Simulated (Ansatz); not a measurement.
**MoN2 (P4/mbm, No. 127; start mp-1080193): cohesive energy by level of theory**

No measured value is used here.

| level (code) | value (eV/atom) | cell (Å³/atom) |
|---|---|---|
| LDA (Ansatz) | [?] | 8.21 |
| PBE (Ansatz) | 5.51 | 8.61 |
| PBEsol (Ansatz) | 6.14 | 8.36 |
| r²SCAN (Ansatz) | 5.05 | 8.52 |

Q: What belongs in the gaps?

A: 
- LDA (Ansatz, an electronic-structure program), value (eV/atom): 6.98

LDA, PBE, PBEsol, r²SCAN: the relaxation could not lower the start's symmetry, so the cell can be a saddle point above a distorted one. Each level is taken at its own relaxed cell. Cutoffs differ between the levels. Ansatz's density-functional and Hartree–Fock values are scalar-relativistic unless marked +SOC, with PAW data made under PBE.

A start named mp-… is a Materials Project structure, which can be a computed phase never made.
